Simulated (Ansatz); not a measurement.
# As: pressure series

The reference is As (space group Cmce, No. 64; a = 3.656 Å, b = 11.127 Å, c = 4.627 Å; layered, stacked along the Cartesian y axis).

Cell and atoms are relaxed at each pressure.

The values are results of r2SCAN+rVV10 in Ansatz (plane waves to 500 eV, PAW, without spin-orbit coupling), not measurements.

**Question.** Only one of these has a band gap. Which?
(A) pressure 7.5 GPa
(B) pressure 0.3 GPa
(C) pressure 10 GPa
(D) pressure 0.7 GPa
(E) pressure −1 GPa

**Answer.** E, pressure −1 GPa. Computed: pressure 0.7 GPa: zero; pressure 7.5 GPa: zero; pressure 0.3 GPa: zero; pressure 10 GPa: zero; pressure −1 GPa: 0.16 eV

A case with no gap was solved on a k-mesh chosen for an insulator, which is coarse for it. Load acts through the strain it causes; cell and atoms are relaxed under it. Stability against distortions was not tested. No other phases were tried under pressure. Gaps under 0.05 eV, about the width of the smearing, are given as zero. This is not the structure that As has at room temperature and ambient pressure. The zero or small gap of As can change with the level of theory.

Ansatz is a program for electronic structure.
